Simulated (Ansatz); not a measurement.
Take Sn (space group I4_1/amd, No. 141; relaxed with 0.1 eV smearing) as the base.

```xyz
2
Lattice="-2.9433 2.9433 1.5932 2.9433 -2.9433 1.5932 2.9433 2.9433 -1.5932" Properties=species:S:1:pos:R:3 pbc="T T T"
Sn     0.0000     2.9433     0.7966
Sn     0.0000     0.0000     0.0000
```

Cartesian axes are those of the cell as printed.

The values are results of DFT with r2SCAN, PAW potentials and a 500 eV plane-wave cutoff in Ansatz (a first-principles code), scalar-relativistic without spin-orbit coupling, not measurements.

Strains are applied to the cell and any free atomic positions relax.

One change was made to it. Results:

| quantity | base | after |
|---|---|---|
| energy relative to the base (free energy F) | 0 meV/atom | +6.1 meV/atom |
| shortest interatomic distance | 3.049 Å | 3.055 Å |

Name the change that was made.
(A) uniaxial strain ε_yy = −0.50 %
(B) isotropic strain +1.24 %
(C) uniaxial strain ε_zz = +2.94 %
(D) uniaxial strain ε_yy = −0.83 %

C, uniaxial strain ε_zz = +2.94 %. For comparison, the shortest interatomic distance in the other runs: uniaxial strain ε_yy = −0.83 % gives 3.038 Å; isotropic strain +1.24 % gives 3.087 Å; uniaxial strain ε_yy = −0.50 % gives 3.042 Å.

No phonon test of stability was made.
